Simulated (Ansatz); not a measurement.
Adsorption energy and surface dipole of H on the 1x1 (0001) surface of hcp Ti, one in a 2x2 cell, started at the site 'hollow Ti-Ti-Ti', worked from the runs' numbers; total energies count from the potentials' own zero.

Calculation: PBE (plane waves to 420 eV, PAW; Ansatz, an electronic-structure program).

Model: 17-atom slab, 6.8 Å thick at the start under the adsorbate (thin: gaps and levels are the slab's own), 6x6x1 mesh, Fermi-Dirac 0.1 eV, dipole correction, 8 atoms held, the rest relaxed; held to the start's symmetry, so lower structures may exist; no spin, no spin-orbit, no U, no dispersion correction. At the end it is bonded to 3 Ti. In PBE it is, or lies within 0.03 eV of, the lowest of the starts that converged.

```csv
quantity,value
slab with the adsorbate,-40004.277 eV
"clean slab, same cell and mesh",-39987.326 eV
"reference, ½ H2(g)",-15.872 eV
area of the cell,29.91 Å²
change of the step from the bottom to the top vacuum level,-0.066 eV
```

Task: What is the adsorption energy against this reference?

Result: E(slab + adsorbate) − E(slab) − E(reference) = -1.08 eV, so in this state the adsorbate is more stable than in the reference, at a coverage of 3.34 a nm².
